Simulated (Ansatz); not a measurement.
## Response to strain in Ge

Start from Ge (space group P6_3/mmc, No. 194; a cell from a computed database, its experimental status unchecked).

```xyz
4
Lattice="3.9948 0.0000 0.0000 -1.9974 3.4596 0.0000 0.0000 0.0000 6.5989" Properties=species:S:1:pos:R:3 pbc="T T T"
Ge     1.9974     1.1532     0.4155
Ge     0.0000     2.3064     6.1834
Ge     0.0000     2.3064     3.7150
Ge     1.9974     1.1532     2.8840
```

Cartesian axes are those of the cell as printed.

Strains are applied to the cell and any free atomic positions relax; under biaxial strain the out-of-plane vector relaxes too; under stress the whole cell relaxes.

Computed with Ansatz (an electronic-structure program), r2SCAN, PAW, cutoff 500 eV, scalar-relativistic without spin-orbit coupling, earlier PAW set.

Only one of these has no band gap. Which?
A. uniaxial stress, 3 GPa compression along x
B. biaxial strain +0.25 %, plane normal [001], relaxed out of plane
C. uniaxial stress, 5 GPa tension along x
D. biaxial strain −0.73 %, plane normal [001], relaxed out of plane
E. strain tensor (xx, yy, zz, yz, xz, xy) = (−1.87, −1.31, −0.80, −0.45, +0.33, −0.05) %

C, uniaxial stress, 5 GPa tension along x. Computed: biaxial strain +0.25 %, plane normal [001], relaxed out of plane: 0.05 eV; uniaxial stress, 5 GPa tension along x: zero; strain tensor (xx, yy, zz, yz, xz, xy) = (−1.87, −1.31, −0.80, −0.45, +0.33, −0.05) %: 0.26 eV; biaxial strain −0.73 %, plane normal [001], relaxed out of plane: 0.23 eV; uniaxial stress, 3 GPa compression along x: 0.10 eV

A case with no gap was solved on a k-mesh chosen for an insulator, which is coarse for it. Beyond what the load breaks, stability against distortions was not tested. This is not the structure that Ge has at room temperature and ambient pressure. A zero or small gap of Ge can be the functional's error rather than a property of the material.
